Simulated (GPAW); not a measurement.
A working GPAW input for AlAu (P2_1/m, 8 atoms in the cell) (DFT LDA (Perdew-Wang 92), plane waves, GPAW PAW datasets LDA (gpaw-data 1.0.1)):

```python
from ase import Atoms
from ase.units import GPa
from gpaw import GPAW

atoms = Atoms(['Al', 'Al', 'Al', 'Al', 'Au', 'Au', 'Au', 'Au'],
              cell=[[6.269410, 0.000000, 0.000000],
                    [0.000000, 3.503190, 0.000000],
                    [-0.166105, 0.000000, 6.267639]],
              scaled_positions=[[0.562160, 0.750000, 0.823520],
                                [0.437840, 0.250000, 0.176480],
                                [0.921650, 0.750000, 0.322050],
                                [0.078350, 0.250000, 0.677950],
                                [0.311080, 0.750000, 0.485250],
                                [0.688920, 0.250000, 0.514750],
                                [0.186800, 0.750000, 0.999900],
                                [0.813200, 0.250000, 0.000100]],
              pbc=True)

calc = GPAW(mode={'name': 'pw', 'ecut': 550},
            xc='LDA',
            kpts=(3, 5, 3),
            occupations={'name': 'fermi-dirac', 'width': 0.1},
            nbands=-12,
            convergence={'density': 1e-05, 'energy': 1e-05},
            symmetry={'symmorphic': False, 'tolerance': 0.0005},
            maxiter=100)

atoms.calc = calc

energy = atoms.get_potential_energy()
print('Energy (eV):', round(energy, 6))
forces = atoms.get_forces()
print('Forces (eV/Ang):')
print(forces.round(5))
stress = atoms.get_stress()
print('Stress (GPa, Voigt):', (stress / GPa).round(4))
```

The run converged in 27 iterations: free energy E − TS (from the program's reference atoms) -38.0579 eV; Fermi level (on the code's own zero) 8.50 eV; pressure -3.87 GPa; largest force (vector length) 0.131 eV/Å. Each of these slips is then made, one at a time:

(1)
```diff
-            xc='LDA',
+            xc='AM05',
```

(2)
```diff
-            nbands=-12,
+            nbands=28,
```

(3)
```diff
-calc = GPAW(mode={'name': 'pw', 'ecut': 550},
+calc = GPAW(mode={'name': 'pw', 'ecut': 200},
```

Q: How does each altered input end?

A: 
(1) A functional for which no datasets are installed. The program stopped before any SCF iteration, with the message: FileNotFoundError: Could not find required PAW dataset file "Al.AM05"..

(2) Too few bands. The run converged in 49 iterations without an error; against the sound input the free energy goes up by 81.9 meV/atom, the pressure goes from -3.87 to -2.84 GPa and the largest force goes from 0.131 to 0.178 eV/Å.

(3) A basis or grid far too coarse for these potentials. The run converged in 26 iterations without an error; against the sound input the free energy rises by 188 meV/atom, the pressure goes from -3.87 to -4.51 GPa and the largest force moves little (0.131 to 0.134 eV/Å).

The starting cell comes from a database of computed structures (which also holds hypothetical and non-ambient phases and stackings), without a prior relaxation at this level. In the base run, with a pressure of about -4 GPa the cell is away from its equilibrium volume at this level. Without a gap this mesh is coarse (it stands for a supercell whose shortest vector is 18 Å).

Left out of this page: 4 runs of the series outside the window shown, repeating another row's setting, or not comparable.
